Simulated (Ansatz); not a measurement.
An Ansatz (a program for electronic structure) input for (Sc,Ti)Al3 alloy cell Al6ScTi (Cu3Au (L1_2) type start):

Ansatz 0.2 input:
```yaml
crystal:
  lattice:
    - [4.043998725, 4.045386679, 4.045386577]
    - [-4.043998746, 4.045386662, -4.045386539]
    - [-4.043998926, -4.045386641, 4.04538674]
  atoms:
    - { symbol: Sc, position: [-0.000000026, 0.499999927, 0.499999995] }
    - { symbol: Sc, position: [0.000000052, -0.000000008, 0.000000046] }
    - { symbol: Ti, position: [0.499999955, 0.000000015, 0.499999972] }
    - { symbol: Ti, position: [0.500000007, 0.500000062, -0.000000076] }
    - { symbol: Al, position: [0.258775357, 0.249999987, 0.508775321] }
    - { symbol: Al, position: [0.25877513, 0.749999913, 0.008775116] }
    - { symbol: Al, position: [0.741224638, 0.750000004, 0.491224714] }
    - { symbol: Al, position: [0.741224658, 0.249999976, -0.0087754] }
    - { symbol: Al, position: [0.500000023, 0.750000018, 0.750000128] }
    - { symbol: Al, position: [0.499999925, 0.250000012, 0.249999986] }
    - { symbol: Al, position: [0.000000025, 0.250000122, 0.750000106] }
    - { symbol: Al, position: [-0.000000046, 0.749999851, 0.24999996] }
    - { symbol: Al, position: [0.258775224, 0.508775323, 0.249999801] }
    - { symbol: Al, position: [0.258775591, 0.008775475, 0.750000209] }
    - { symbol: Al, position: [0.741224687, -0.008775421, 0.250000052] }
    - { symbol: Al, position: [0.741224799, 0.49122474, 0.75000007] }
basis:
  ecutwfc: 420
  ecutrho_ratio: 4
  xc_grid: 2
kpoints:
  mp_grid: { grid: [6, 6, 6] }
hamiltonian:
  xc: pbe
  dispersion: none
  pseudopotentials: { kind: paw }
scf:
  n_extra_bands: 19
  occupations: { method: fermi_dirac, width: 0.05 }
output:
  forces: true
  stress: true
relax:
  f_tol: 0.03
  max_steps: 90
  cell: { stress_tol: 0.15 }
```

All values below come from PBE (plane waves to 420 eV, PAW; Ansatz). Scalar-relativistic, without spin–orbit coupling; the runs are not spin-polarised. Its k-point mesh 6×6×6, Fermi–Dirac width 0.05 eV.

Question: Write the closing report of this run, without the band table and long remarks, to eight decimals at most.

Answer: 
```
SCF converged after 6 iterations
Free energy (F): -15727.614044 eV
Harris-Foulkes:  -15727.614044 eV  (|F-HF|=0.00e0)
Internal energy: -15727.570258 eV  (E = F + TS)
E sigma→0 (E₀):  -15727.592151 eV
Entropy (-TS):   -0.043786 eV (-2.737 meV/atom)
Fermi energy:    9.769872 eV
--- Per-component energies (eV) ---
  E_band       = -559.444577
  E_kinetic    = 1353.362102
  E_local      = -4424.235136  (includes V_loc(G=0)·N_el)
  E_nonlocal   = 310.311084
  E_hartree    = 1840.816251
  E_xc         = -885.833481
  E_vxc        = -857.079025  (∫ρ·V_xc dr)
  E_paw        = -9618.643558  (= ΣΔE_a)
  E_vpaw       = -623.436343  (= ΣTr[D̂ρ^β])
  E_aug_tail   = 0.000242  (compensation charges beyond the density's cutoff)
  E_ewald      = -4303.347762
  E_smearing   = -0.043786  (= −TS)
  E_closure    = 0.000000  (closes the sum)
  Σ components = -15727.614044   (vs F -15727.614044, Δ=0.00e0)
--- Forces (eV/Å), atoms counted from 1 ---
  atom   1  Sc     0.00000000    0.00000000     0.00000000
  atom   2  Sc     0.00000000     0.00000000     0.00000000
  atom   3  Ti     0.00000000     0.00000000    0.00000000
  atom   4  Ti     0.00000000    0.00000000     0.00000000
  atom   5  Al    0.00000000    0.00000000    -0.00203925
  atom   6  Al    0.00000000    0.00000000    -0.00203925
  atom   7  Al     0.00000000     0.00000000     0.00203925
  atom   8  Al     0.00000000     0.00000000     0.00203925
  atom   9  Al     0.00000000    0.00000000    0.00000000
  atom  10  Al     0.00000000    0.00000000     0.00000000
  atom  11  Al     0.00000000     0.00000000     0.00000000
  atom  12  Al     0.00000000     0.00000000     0.00000000
  atom  13  Al    0.00000000    -0.00203925    0.00000000
  atom  14  Al    0.00000000    -0.00203925    0.00000000
  atom  15  Al     0.00000000     0.00203925     0.00000000
  atom  16  Al     0.00000000     0.00203925     0.00000000
  max |Σ_I F_I| component: 4.34e-18 eV/Å
--- Stress (GPa, compression-positive) ---
       -0.099450      0.000000      0.000000
       0.000000      -0.107753       0.000000
       0.000000       0.000000      -0.107753
  P = ⅓ Tr σ = -0.1050 GPa (-1.050 kbar)
--- Relaxed structure (3 steps of the walk, 3 accepted, 1 SCFs on fresh bases) ---
  F+E_penalty+E_count = -15727.61404356 eV   max|allowed force component| = 2.039e-3 eV/Å   (the final SCF, on the basis selected at the relaxed cell)
  cell:  # Å, volume = 264.1550 Å³
    - [4.03006140, 4.04802872, 4.04802872]
    - [-4.03006140, 4.04802872, -4.04802872]
    - [-4.03006140, -4.04802872, 4.04802872]
  atoms:
    - { symbol: Sc, position: [0.0, 0.50000000, 0.50000000] }
    - { symbol: Sc, position: [0.0, 0.0, 0.0] }
    - { symbol: Ti, position: [0.5, 0.0, 0.50000000] }
    - { symbol: Ti, position: [0.5, 0.50000000, 0.0] }
    - { symbol: Al, position: [0.25419519, 0.25000000, 0.50419519] }
    - { symbol: Al, position: [0.25419519, 0.75000000, 0.00419519] }
    - { symbol: Al, position: [0.74580481, 0.75000000, 0.49580481] }
    - { symbol: Al, position: [0.74580481, 0.25000000, -0.00419519] }
    - { symbol: Al, position: [0.50000000, 0.75000000, 0.75000000] }
    - { symbol: Al, position: [0.50000000, 0.25000000, 0.25000000] }
    - { symbol: Al, position: [0.0, 0.25, 0.75000000] }
    - { symbol: Al, position: [0.0, 0.75, 0.25000000] }
    - { symbol: Al, position: [0.25419519, 0.50419519, 0.25000000] }
    - { symbol: Al, position: [0.25419519, 0.00419519, 0.75000000] }
    - { symbol: Al, position: [0.74580481, -0.00419519, 0.25000000] }
    - { symbol: Al, position: [0.74580481, 0.49580481, 0.75000000] }
```

Cost: around 2.2 core-minutes (rough).
